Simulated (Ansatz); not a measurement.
## Response to strain in Ir

Start from Ir in the fcc (Cu type) structure (space group Fm-3m, No. 225; a = 3.845 Å; relaxed with 0.1 eV smearing). Axes: x, y, z lie along the cube axes.

Strains are applied to the cell and any free atomic positions relax.

Calculations: plane-wave PAW DFT at the r2SCAN level (Ansatz, a program for electronic structure, 500 eV), no SOC.

Notes on the quantities. energy relative to the base: free energy F; pressure: mean of the normal stresses, compression positive.

```tsv
variant	volume per atom	energy relative to the base	pressure
base	14.21 Å³	0 meV/atom	0.0 GPa
uniaxial strain ε_zz = +0.50 %	14.28 Å³	[?]	-1.8 GPa
uniaxial strain ε_zz = +1.00 %	14.35 Å³	[?]	-3.6 GPa
uniaxial strain ε_zz = +1.50 %	14.42 Å³	+6.1 meV/atom	-5.3 GPa
uniaxial strain ε_zz = +2.00 %	14.50 Å³	+11 meV/atom	-7.0 GPa
uniaxial strain ε_zz = +2.50 %	14.57 Å³	+17 meV/atom	-8.6 GPa
uniaxial strain ε_zz = +3.00 %	14.64 Å³	+24 meV/atom	-10.1 GPa
```

### Question
What belongs in the blanks?

### Answer

- uniaxial strain ε_zz = +0.50 %, energy relative to the base: +0.7 meV/atom
- uniaxial strain ε_zz = +1.00 %, energy relative to the base: +2.7 meV/atom

No phonon test of stability was made. All final runs are without spin polarisation.
